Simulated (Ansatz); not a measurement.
Worked example: self-consistent single point of AlN (Fm-3m, 2 atoms in the cell) in Ansatz (a quantum-chemistry and plane-wave program).

Computed with LDA (PW92), default PAW files made with PBE (plane waves; Ansatz).

```
CELL_PARAMETERS angstrom
      0.00000     2.04469     2.04469
      2.04469     0.00000     2.04469
      2.04469     2.04469     0.00000
ATOMIC_POSITIONS crystal
  Al 0.50000 0.50000 0.50000
  N  0.00000 0.00000 0.00000
```

Reference input (self-consistent single point, DFT, LDA (PW92), plane waves, default PAW files made with PBE): basis.ecutwfc = 30.9 Ry; kpoints.mp_grid.grid = 10 10 10; hamiltonian.xc = lda; hamiltonian.pseudopotentials = {kind: paw} (the program's default PAW files); scf.occupations.method = fixed. This run's input differs from it in these lines:

Ansatz 0.2 input:
```diff
@@ -11,3 +11,3 @@
 kpoints:
-  mp_grid: { grid: [10, 10, 10] }
+  mp_grid: { grid: [5, 5, 5] }
 hamiltonian:
```

Output (repeated stretches shortened):

```
SCF iter   1: F=—  HF=-889.601163 eV  |F-HF|=—  |Δ(HF+E_count)|=         —  Δρ=8.02e-3  dr2=1.10e-2  ethr=1.77e-3  ⟨swp⟩=4.0  Hψ=503  notcnv=0  defer=13
all-band conjugate gradients solve this SCF's bands
preconditioner: auto → none
SCF iter   2: F=—  HF=-889.597765 eV  |F-HF|=—  |Δ(HF+E_count)|=   3.40e-3  Δρ=4.01e-3  dr2=1.23e-3  ethr=1.38e-4  ⟨swp⟩=2.3  Hψ=193  notcnv=0  defer=17
SCF iter   3: F=—  HF=-889.597345 eV  |F-HF|=—  |Δ(HF+E_count)|=   4.20e-4  Δρ=1.46e-3  dr2=1.43e-4  ethr=1.54e-5  ⟨swp⟩=2.2  Hψ=122  notcnv=0  defer=17
SCF iter   4: F=—  HF=-889.597279 eV  |F-HF|=—  |Δ(HF+E_count)|=   6.62e-5  Δρ=2.01e-4  dr2=2.50e-6  ethr=1.78e-6  ⟨swp⟩=2.6  Hψ=112  notcnv=0  defer=17
SCF iter   5: F=—  HF=-889.597278 eV  |F-HF|=—  |Δ(HF+E_count)|=   6.15e-7  Δρ=1.32e-5  dr2=1.16e-8  ethr=3.12e-8  ⟨swp⟩=2.0  Hψ=115  notcnv=0  defer=1
SCF iter   6: F=-889.597278 eV  HF=-889.597278 eV  |F-HF|=2.24e-11  |Δ(HF+E_count)|=   1.57e-9  Δρ=7.82e-7  dr2=5.04e-11  ethr=1.45e-10  ⟨swp⟩=3.7  Hψ=422  notcnv=0
SCF 1 converged in 6 iterations: F = -889.597278 eV  dr2 = 5.04e-11
Free energy (F): -889.597278 eV
Internal energy: -889.597278 eV  (E = F + TS)
E sigma→0 (E₀):  -889.597278 eV
Fermi energy:    10.475188 eV
--- Forces (eV/Å), atoms counted from 1 ---
  atom   1  Al     0.00000000     0.00000000     0.00000000
  atom   2  N     -0.00000000    -0.00000000    -0.00000000
--- Stress (GPa, compression-positive) ---
      -14.398676       0.000000      -0.000000
        0.000000     -14.398676      -0.000000
        0.000000       0.000000     -14.398676
  P = ⅓ Tr σ = -14.3987 GPa (-143.987 kbar)
  The stress holds the Pulay correction. Without it, at fixed plane waves, as pw.x and ABINIT print it: P = -15.0871 GPa
```

The run converged in 6 iterations. Against the reference run the free energy rises by 10.1 meV/atom, the pressure hardly changes (-14.35 to -14.40 GPa) and the gap on the mesh goes from 4.151 to 4.748 eV.

The starting cell comes from a database of computed structures (which also holds hypothetical and non-ambient phases and stackings), without a prior relaxation at this level. Its lattice was rescaled by up to half a per cent. With a pressure of about -14 GPa the cell is away from its equilibrium volume at this level. Ansatz's pressure includes its estimate of the finite-basis (Pulay) stress. Without the estimate this run gives -15.09 GPa. Another mesh or the band path of this cell gives a smaller gap, so this value is not converged in the mesh.
